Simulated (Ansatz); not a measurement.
Co_B in zinc-blende BN: one set of geometries, relaxed with PBE, evaluated in Ansatz (PAW, plane waves to 420 eV, 500 eV under r2SCAN) with PBE, r2SCAN.

Cell and caveats: 64-site cell; 2×2×2 shifted k-points; start: the B site; charged states image-corrected; no Hubbard U; not converged in cell size; flagged in the runs: a doubtful potential alignment.

```csv
quantity,PBE,r2SCAN
host gap (eV),4.46,___
ε(0/−1) above the VBM (eV),2.09,___
"neutral formation energy against alpha boron, hcp Co, ferromagnetic (eV)",7.20,___
largest moment on one atom at charge 0 (μB),1.20,___
largest moment on one atom at charge −1 (μB),1.78,___
```

**Question.** Given the lower rungs, what does r2SCAN give?

**Answer.** 
- host gap (eV), r2SCAN: 4.99
- ε(0/−1) above the VBM (eV), r2SCAN: 1.98
- neutral formation energy against alpha boron, hcp Co, ferromagnetic (eV), r2SCAN: 6.91
- largest moment on one atom at charge 0 (μB), r2SCAN: 1.35
- largest moment on one atom at charge −1 (μB), r2SCAN: 1.95

Ansatz is a first-principles code.
